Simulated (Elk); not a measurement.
Elk run on Ag (Fm-3m, 1 atom in the cell): self-consistent single point.

Level of theory: PBE, all-electron FP-LAPW, Elk's shipped species files, APW+lo basis with extra local orbitals (Elk 10.2.4).

```
CELL_PARAMETERS angstrom
      0.00000     2.05523     2.05523
      2.05523     0.00000     2.05523
      2.05523     2.05523     0.00000
ATOMIC_POSITIONS crystal
  Ag 0.00000 0.00000 0.00000
```

Reference input (self-consistent single point, DFT, PBE, all-electron FP-LAPW, Elk's shipped species files, APW+lo basis with extra local orbitals): xctype = 20; rgkmax = 8; stype = 3; swidth = 0.00367493 Ha; ngridk = 14 14 14; gmaxvr = 14 1/bohr; nxlo = 2; lorbcnd = true; rmtscf = 0.99; lmaxi = 2. This run's input differs from it in these lines:

```diff
@@ -28,3 +28,3 @@
 swidth
-  0.00367493
+  0.0110248
 
@@ -45,3 +45,3 @@
 ngridk
-  14 14 14
+  12 12 12
```

Log, with long lists cut:

```
│ Self-consistent loop started │
│ Loop number : 1 │
 total energy                :     -5315.07121129
│ Loop number : 2 │
 total energy                :     -5315.29047162
RMS change in Kohn-Sham potential (target) :   0.1345147611     (  0.1000000000E-05)
Absolute change in total energy (target)   :   0.2192603305     (  0.1000000000E-03)
│ Loop number : 3 │
 total energy                :     -5315.51987624
RMS change in Kohn-Sham potential (target) :   0.1288350401     (  0.1000000000E-05)
Absolute change in total energy (target)   :   0.2842196969     (  0.1000000000E-03)
│ Loop number : 4 │
   [... lines left out ...]
Absolute change in total energy (target)   :   0.5330111826E-03 (  0.1000000000E-03)
│ Loop number : 14 │
 total energy                :     -5317.39271865
RMS change in Kohn-Sham potential (target) :   0.1289880148E-06 (  0.1000000000E-05)
Absolute change in total energy (target)   :   0.1294938484E-03 (  0.1000000000E-03)
│ Loop number : 15 │
 total energy                :     -5317.39272121
RMS change in Kohn-Sham potential (target) :   0.5573248401E-07 (  0.1000000000E-05)
Absolute change in total energy (target)   :   0.2981404577E-04 (  0.1000000000E-03)
Convergence targets achieved

│ Loop number : 16 │

Energies :
 Fermi                       :     0.246670519447
 total energy                :     -5317.39271883

Density of states at Fermi energy :    7.602155866
 (states/Hartree/unit cell)

Estimated indirect band gap :   0.5524822242E-03
 from k-point     13 to k-point     51
Estimated direct band gap   :   0.1094269334
 at k-point     40

Charges :
 core                        :    28.00000000
 valence                     :    19.00000000
 interstitial                :    1.085752590
 muffin-tins (core leakage)
  species :    1 (Ag)
   atom    1                 :    45.91424741     (  0.1732402666E-08)
 total in muffin-tins        :    45.91424741
 total calculated charge     :    46.99972924
 total charge                :    47.00000000
 error                       :   0.2707638974E-03

│ Self-consistent loop stopped │
```

The run converged in 16 iterations. The count includes the last loop, which Elk runs after its targets are met. Against the reference run the free energy goes down by 35.3 meV/atom.

The starting cell has typed, rounded lattice constants, without a prior relaxation at this level. Its lattice was rescaled by up to half a per cent. Values depend on the basis (sphere radii, cutoffs, local orbitals), which need not be converged. The log's line on a gap gives a spacing of levels on this mesh, which the program prints for metals too.
